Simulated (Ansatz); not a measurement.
Input:

```
Ag
1.0
    0.01438     2.03699     2.03699
    2.03699     0.01438     2.03699
    2.03699     2.03699     0.01438
Ag
1
Direct
  0.00000   0.00000   0.00000
```

These are PBEsol, rigid bands (plane waves, PAW, scalar-relativistic; Ansatz, a first-principles code) values and carry that method's errors. Condition of this run: uniaxial stress along [111] of -1 GPa (compression positive) (the target of the relaxation). Cell: cell and atoms relaxed with PBEsol, then loaded as said.

Question: For narrow interconnects the product ρ₀λ of bulk resistivity and mean free path ranks metals, the lower the better. What is it here?

Answer: 8.4 ×10⁻¹⁶ Ω·m².

Question: And the Drude plasma energy and the root-mean-square Fermi velocity at 300 K?

Answer: 9.2 eV; 1.4e6 m/s.

A metal at this level (no band gap); rigid bands, thermally averaged at 300 K, both spins. Spin-orbit coupling is left out. τ is one relaxation time for all states; the product of resistivity and mean free path takes one path for all states instead.
